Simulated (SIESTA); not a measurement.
SIESTA run on CrGa4 (I4mm, 5 atoms in the cell): relaxation of the atoms.

Level of theory: LDA PW92, numerical atomic orbitals DZP, PseudoDojo LDA standard norm-conserving potentials (rewritten from UPF to PSML) run with SIESTA 5.4.2.

The change in words: one atom moved by 0.15 angstrom; MD.TypeOfRun: default → Broyden; MD.Steps: default → 40; MD.MaxForceTol: default → 0.005 eV/Ang. Reference geometry:
```
CELL_PARAMETERS angstrom
     -2.81304     2.81304     2.81304
      2.81304    -2.81304     2.81304
      2.81304     2.81304    -2.81304
ATOMIC_POSITIONS crystal
  Cr 0.00000 0.00000 0.00000
  Ga 0.00000 0.00000 0.50000
  Ga 0.00000 0.50000 0.00000
  Ga 0.50000 0.50000 0.50000
  Ga 0.50000 0.00000 0.00000
```

Reference input (self-consistent single point, DFT, LDA PW92, numerical atomic orbitals DZP, PseudoDojo LDA standard norm-conserving potentials (rewritten from UPF to PSML)): XC.functional = LDA; XC.authors = PW92; potentials = PseudoDojo LDA standard; PAO.BasisSize = DZP; PAO.EnergyShift = 0.005 Ry; MeshCutoff = 350 Ry; kgrid.MonkhorstPack = 4 4 4; OccupationFunction = FD; ElectronicTemperature = 1160.45 K; MaxSCFIterations = 150; SCF.Mixer.Method = Pulay; SCF.Mixer.Weight = 0.25. This run's input differs from it in these lines:

```diff
@@ -18,3 +18,3 @@
 %block AtomicCoordinatesAndAtomicSpecies
-     0.000000000    0.000000000    0.000000000  1
+     0.000000000   -0.000000000    0.030786623  1
      0.288675108    0.288675108   -0.288675108  2
@@ -44,2 +44,5 @@
 Diag.ParallelOverK           true
+MD.TypeOfRun                 Broyden
+MD.Steps                     40
+MD.MaxForceTol               0.005 eV/Ang
 WriteForces                  true
```

Output, abridged:

```
        iscf     Eharris(eV)        E_KS(eV)     FreeEng(eV)     dDmax    Ef(eV) dHmax(eV)
   scf:    1   -10629.068364   -10702.121553   -10702.135694  0.920916 -4.170903 33.815841
   scf:    2   -10464.626705   -10664.532432   -10664.543763  0.745842 -6.574136 48.739764
   scf:    3   -10724.791594   -10729.532861   -10729.551650  0.421784 -5.332398  4.742548
   scf:    4   -10715.157720   -10725.831547   -10725.847120  0.393004 -5.883115 12.896718
   scf:    5   -10729.849321   -10730.200084   -10730.221168  0.117552 -5.478147  0.952491
   [... 5 lines left out ...]
   scf:   11   -10730.230848   -10730.230869   -10730.252318  0.000633 -5.530806  0.017282
   scf:   12   -10730.230863   -10730.230869   -10730.252326  0.000140 -5.531480  0.000675
   scf:   13   -10730.230869   -10730.230869   -10730.252326  0.000011 -5.531518  0.000217
   scf:   14   -10730.230869   -10730.230869   -10730.252326  0.000004 -5.531509  0.000023
SCF Convergence by DM+H criterion
max |DM_out - DM_in|         :     0.0000038594
max |H_out - H_in|      (eV) :     0.0000234892
SCF cycle converged after 14 iterations

Using DM_out to compute the final energy and forces

siesta: E_KS(eV) =           -10730.2309

siesta: E_KS - E_eggbox =    -10730.2309

siesta: Atomic forces (eV/Ang):
     1    0.000000    0.000000   -2.175725
     2   -0.349933   -0.349933    0.544086
     3    0.349933   -0.349933    0.544085
     4    0.349933    0.349933    0.544085
     5   -0.349933    0.349933    0.544085
   Tot    0.000001    0.000001    0.000616
   Max    2.175725
   Res    0.678111    sqrt( Sum f_i^2 / 3N )
   Max    2.175725    constrained

Stress tensor Voigt[x,y,z,yz,xz,xy] (kbar):       36.32       36.32       45.02        0.00        0.00       -0.00
   [... lines left out ...]
outcell: Cell volume (Ang**3)        :     89.0401
        iscf     Eharris(eV)        E_KS(eV)     FreeEng(eV)     dDmax    Ef(eV) dHmax(eV)
siesta: FreeEng =    -10730.414286
siesta: Cell volume =         89.040051 Ang**3
siesta:         -47.45427628        -47.42188286  kBar
   [... lines left out ...]
              2.001   2.001   1.998   2.001   1.998   0.024   0.024  -0.050

              0.024  -0.050

mulliken: Qtot =       66.000

Mulliken Atomic Populations:
Atom #   charge [q] valence [e]  Species
     1    -0.280416   14.280416  Cr
     2     0.070104   12.929896  Ga
     3     0.070104   12.929896  Ga
     4     0.070104   12.929896  Ga
     5     0.070104   12.929896  Ga
 Total    -0.000000
```

The run converged. 

Summary of the result:
- Free energy E − TS: -10730.4143 eV
- Fermi level (on the code's own zero): -5.55 eV
- Pressure: -4.75 GPa
- Largest force (vector length): 0.003 eV/Å
- Relaxation steps: 5

The starting cell comes from a database of computed structures (which also holds hypothetical and non-ambient phases and stackings), without a prior relaxation at this level. Its lattice was rescaled by up to half a per cent. For this run, on top of that: one atom moved by 0.15 angstrom. Spin polarisation is off. Values carry the incompleteness of an atom-centred basis.

Cost on one core of a shared machine: roughly 4 min.
